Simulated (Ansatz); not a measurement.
bcc Ca (high-temperature phase) was calculated with LDA in Ansatz (PAW).

Run with plane-wave cutoff 520 eV, 18×18×18 k mesh, Fermi–Dirac smearing 0.05 eV, scalar-relativistic PAW data made under PBE.

Results at a series of volumes:

```json
[
 {"V (Å³/atom)": "36.042", "E − E_lowest (meV/atom)": "3.52", "P (GPa)": "0.795"},
 {"V (Å³/atom)": "36.793", "E − E_lowest (meV/atom)": "0.81", "P (GPa)": "0.369"},
 {"V (Å³/atom)": "37.544", "E − E_lowest (meV/atom)": "0.00", "P (GPa)": "-0.019"},
 {"V (Å³/atom)": "38.295", "E − E_lowest (meV/atom)": "0.93", "P (GPa)": "-0.371"},
 {"V (Å³/atom)": "39.046", "E − E_lowest (meV/atom)": "3.43", "P (GPa)": "-0.692"}
]
```

Task: What bulk modulus B0 and pressure derivative B′ does a third-order Birch–Murnaghan fit give?

Result: V0 = 37.506 Å³/atom, B0 = 18.5 GPa, B′ = 3.7 (fit to the energies at full precision).

Note: symmetry holds this phase in the static calculation, where it need not be a minimum; the volume lies 11 % below that of the published cell.

Computed values are for the static lattice.

Ansatz is an electronic-structure program.
